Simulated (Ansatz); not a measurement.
Base system: Sn in the diamond structure (space group Fd-3m, No. 227; a = 6.566 Å). Axes: x, y, z lie along the cube axes.

All numbers come from plane-wave PAW DFT at the r2SCAN level (Ansatz, a program for electronic structure, 500 eV), no spin-orbit coupling.

Strains are applied to the cell and any free atomic positions relax.

One change was made to it. Results:

| quantity | base | after |
|---|---|---|
| energy relative to the base (free energy F) | 0 meV/atom | +6.3 meV/atom |
| pressure (mean of the normal stresses, compression positive) | 0.0 GPa | -1.2 GPa |

Name the change that was made.
A. uniaxial strain ε_zz = +3.00 %
B. uniaxial strain ε_zz = +2.50 %
C. uniaxial strain ε_zz = +0.50 %
D. uniaxial strain ε_zz = +1.50 %
E. uniaxial strain ε_zz = +1.00 %

A, uniaxial strain ε_zz = +3.00 %. For comparison, the energy relative to the base in the other runs: uniaxial strain ε_zz = +1.50 % gives +1.6 meV/atom; uniaxial strain ε_zz = +2.50 % gives +4.4 meV/atom; uniaxial strain ε_zz = +0.50 % gives +0.2 meV/atom; uniaxial strain ε_zz = +1.00 % gives +0.7 meV/atom.

Stability against distortions was not tested.
